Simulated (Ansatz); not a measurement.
GaP (model structure, started from the BeO type, P4₂/mnm, No. 136, 8 atoms in the cell) was calculated with r²SCAN+rVV10 (plane waves, PAW; Ansatz, a program for electronic structure).

Numerical settings: plane-wave cutoff 560 eV, 6×6×10 k mesh (along the axes of the cell as run), Fermi–Dirac smearing 0.01 eV, scalar-relativistic PAW data made under PBE.

Cell (relaxed at this level):

Space group P4₂/mnm (No. 136); a = 6.633 Å, b = 6.633 Å, c = 3.851 Å, α = 90.00°, β = 90.00°, γ = 90.00°

```json
[
 {"atom": "Ga", "site": "4g", "symmetry": "m.2m", "x": "0.1757", "y": "0.1757", "z": "0.5000"},
 {"atom": "P", "site": "4f", "symmetry": "m.2m", "x": "0.3166", "y": "0.3166", "z": "0.0000"}
]
```

Q: Give the computed band gap.

A: 
- band gap = 1.40 eV (on the SCF k mesh)

Note: the relaxation could raise the start's symmetry but not lower it, so the cell can be a saddle point.

Spin–orbit coupling is not included.

The result took very roughly 5 core-minutes.

A model structure was made by putting elements into a prototype or built by hand; it is no filed structure, need not be a known phase, and can be a saddle point held by its symmetry.
